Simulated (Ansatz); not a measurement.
Consider TlBr in the CsCl type structure (space group Pm-3m, No. 221).

```
CELL_PARAMETERS angstrom
      3.91453     0.00000     0.00000
      0.00000     3.91453     0.00000
      0.00000     0.00000     3.91453
ATOMIC_POSITIONS crystal
  Tl 0.00000 0.00000 0.00000
  Br 0.50000 0.50000 0.50000
```

Cartesian axes are those of the cell as printed.

Calculations: plane-wave PAW DFT at the PBEsol level (Ansatz, a quantum-chemistry and plane-wave program, 420 eV), no SOC.

For the base:

| Item | Value |
|---|---|
| Electron mass | 0.14 mₑ along k, 0.20 mₑ across (at X) |
| Band gap | 1.59 eV |
| Volume per atom | 29.99 Å³ |

Now apply this change: biaxial strain +2.08 %, plane normal [111], relaxed out of plane (Cartesian); in-plane vectors clamped, the third vector and the atoms free.

Question: What does the calculation give for the energy relative to the base, electron mass, band gap and volume per atom after the change?

Answer: The energy goes up by 3.2 meV/atom; the electron mass changes from 0.14 mₑ along k, 0.20 mₑ across (at X) to 0.14 mₑ along k, 0.21 mₑ across (at X); the band gap grows by 0.05 eV to 1.64 eV; the volume per atom increases by 0.72 Å³ (29.99 Å³ → 30.71 Å³).

With Tl present, leaving out spin-orbit coupling can change the band edges. Masses are band curvatures over ±0.01 Å⁻¹ around the edge. Along k means along the line from Γ to the band edge. Stability against distortions was not tested.
